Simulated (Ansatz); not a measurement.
Input and output of a self-consistent single point for LaBi3 (P1, 4 atoms in the cell) (Ansatz, an electronic-structure program).

Method of the run: LDA (PW92), PAW files made with PBE (plane waves; Ansatz).

The change in words: atoms moved at random. Reference geometry:
```xyz
4
Lattice="4.9862 0.0000 0.0000 0.0000 4.9862 0.0000 0.0000 0.0000 4.9862" Properties=species:S:1:pos:R:3 pbc="T T T"
La     0.0000     0.0000     0.0000
Bi     2.4931     0.0000     2.4931
Bi     0.0000     2.4931     2.4931
Bi     2.4931     2.4931     0.0000
```

Reference input (self-consistent single point, DFT, LDA (PW92), plane waves, PAW files made with PBE): basis.ecutwfc = 420 eV; kpoints.mp_grid.grid = 5 5 5; hamiltonian.xc = lda; hamiltonian.pseudopotentials = {kind: paw} (an earlier, softer set of the program's PAW files); scf.occupations.method = fermi_dirac; scf.occupations.width = 0.05 eV. This run's input differs from it in these lines:

Ansatz 0.2 input:
```diff
@@ -7,6 +7,6 @@
   atoms:
-    - { symbol: La, position: [0.00000000, 0.00000000, 0.00000000] }
-    - { symbol: Bi, position: [0.50000000, 0.00000000, 0.50000000] }
-    - { symbol: Bi, position: [0.00000000, 0.50000000, 0.50000000] }
-    - { symbol: Bi, position: [0.50000000, 0.50000000, 0.00000000] }
+    - { symbol: La, position: [0.00939100, 0.00393600, 0.00235900] }
+    - { symbol: Bi, position: [0.48852900, 0.00286000, 0.50912100] }
+    - { symbol: Bi, position: [0.00495000, 0.50019400, 0.49627400] }
+    - { symbol: Bi, position: [0.49713000, 0.49301000, -0.00775400] }
 basis:
```

Output, abridged:

```
SCF iter   1: F=—  HF=-42346.065522 eV  |F-HF|=—  |Δ(HF+E_count)|=         —  Δρ=1.67e-1  dr2=6.87e1  ethr=3.10e-3  ⟨swp⟩=6.3  Hψ=20058  notcnv=0
all-band conjugate gradients solve this SCF's bands
automatic band count: the SCF goes on with 40 bands, as 34 were too few: the levels above may hold too much charge
preconditioner: auto → Kerker (q_TF=auto, 2.390 Å⁻¹)
   [... lines left out ...]
SCF iter   8: F=—  HF=-42342.229816 eV  |F-HF|=—  |Δ(HF+E_count)|=   4.46e-4  Δρ=4.61e-4  dr2=3.40e-4  ethr=3.44e-6  ⟨swp⟩=2.0  Hψ=3280  notcnv=0  defer=30
SCF iter   9: F=—  HF=-42342.229720 eV  |F-HF|=—  |Δ(HF+E_count)|=   9.59e-5  Δρ=3.43e-5  dr2=2.26e-6  ethr=6.08e-7  ⟨swp⟩=2.1  Hψ=4863  notcnv=0  defer=32
SCF iter  10: F=—  HF=-42342.229715 eV  |F-HF|=—  |Δ(HF+E_count)|=   5.85e-6  Δρ=8.95e-6  dr2=1.62e-7  ethr=4.03e-9  ⟨swp⟩=2.0  Hψ=4200  notcnv=0  defer=32
SCF iter  11: F=-42342.229715 eV  HF=-42342.229715 eV  |F-HF|=5.25e-9  |Δ(HF+E_count)|=   4.23e-8  Δρ=1.48e-6  dr2=5.53e-9  ethr=1.79e-10  ⟨swp⟩=8.0  Hψ=12300  notcnv=0
SCF 1 converged in 11 iterations: F = -42342.229715 eV  dr2 = 5.53e-9
Free energy (F): -42342.229715 eV
Internal energy: -42342.201466 eV  (E = F + TS)
E sigma→0 (E₀):  -42342.215590 eV
Entropy (-TS):   -0.028248 eV (-7.062 meV/atom)
Fermi energy:    12.031628 eV
--- Forces (eV/Å), atoms counted from 1 ---
  atom   1  La    -0.26324484    -0.11633971    -0.00341324
  atom   2  Bi     0.26937956    -0.06747436    -0.17647772
  atom   3  Bi    -0.12387379     0.02699316     0.05483471
  atom   4  Bi     0.11770748     0.15681447     0.12501879
--- Stress (GPa, compression-positive) ---
       -2.914526       0.043759      -0.036758
        0.043759      -2.908806       0.041561
       -0.036758       0.041561      -2.876776
  P = ⅓ Tr σ = -2.9000 GPa (-29.000 kbar)
  The stress holds the Pulay correction. Without it, at fixed plane waves, as pw.x and ABINIT print it: P = -2.9121 GPa
```

The run converged in 11 iterations. Against the reference run the free energy goes up by 6.8 meV/atom, the pressure goes from -3.07 to -2.90 GPa and the largest force goes from 0.000 to 0.329 eV/Å.

The starting cell comes from a database of computed structures (which also holds hypothetical and non-ambient phases and stackings), without a prior relaxation at this level. Its lattice was rescaled by a random factor within 2.5 % of one. For this run, on top of that: atoms moved at random. Ansatz's pressure includes its estimate of the finite-basis (Pulay) stress.

Cost on one core of a shared machine: roughly 60 s.
